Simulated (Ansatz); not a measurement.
Consider MgTe in the zinc blende structure (space group F-43m, No. 216; a = 6.509 Å).

It is then changed as follows: the cell is scaled by 1.0300 in all directions; the atoms relax in the strained cell.

Computed with Ansatz (an electronic-structure program) PBE, without spin-orbit coupling.

Base, band edges from the VBM (valence, conduction): X -1.14, 2.88; W -1.39, 4.58; L -0.40, 3.17; Γ 0.00, 2.33; K -0.92, 3.47; U -0.92, 3.47 eV.

Problem. Give the band edges at the high-symmetry points of the new zone, measured from its valence-band maximum.

Solution. 
| point | valence edge (eV) | conduction edge (eV) |
|---|---|---|
| Γ | 0.00 | 1.96 |
| X | -1.01 | 2.99 |
| U | -0.81 | 3.48 |
| K | -0.81 | 3.48 |
| L | -0.36 | 2.95 |
| W | -1.22 | 4.56 |

The gap is 1.96 eV, direct at Γ.

With Te present, leaving out spin-orbit coupling can change the band edges. No phonon test of stability was made.
